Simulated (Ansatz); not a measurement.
For cubic perovskite BaZrO₃, LDA (Ansatz, an electronic-structure program, plane waves, PAW) gives:

* **lattice parameter a**: 4.147 Å
* **cohesive energy**: 7.87 eV/atom
* **enthalpy of formation**: -3.657 eV/atom

### Question
What does r²SCAN-D4 in Ansatz (PAW) give for the same quantities?

### Answer

- lattice constant a: 4.198 Å (goes up by 1.2 %)
- cohesive energy: 6.92 eV/atom (falls by 0.95 eV/atom)
- formation enthalpy: -3.649 eV/atom (moves by +0.008 eV/atom)

For comparison: lattice constant a 4.191 Å (measured, temperature not stated, no zero-point or thermal correction; as tabulated in Evaestov et al. (2010), arXiv:1010.1170); formation enthalpy -3.689 eV/atom (measured, 298 K, not corrected to a static lattice, our sources range from -3.689 to -3.667; as tabulated in Friedrich et al. (2018), arXiv:1811.08952).

Changes are worked out from the printed values.

Unless a cell is named, each level is at its own relaxed cell (LDA 14.27, r²SCAN-D4 14.80 Å³/atom).

Ansatz's density-functional and Hartree–Fock values are scalar-relativistic unless marked +SOC, with PAW data made under PBE.
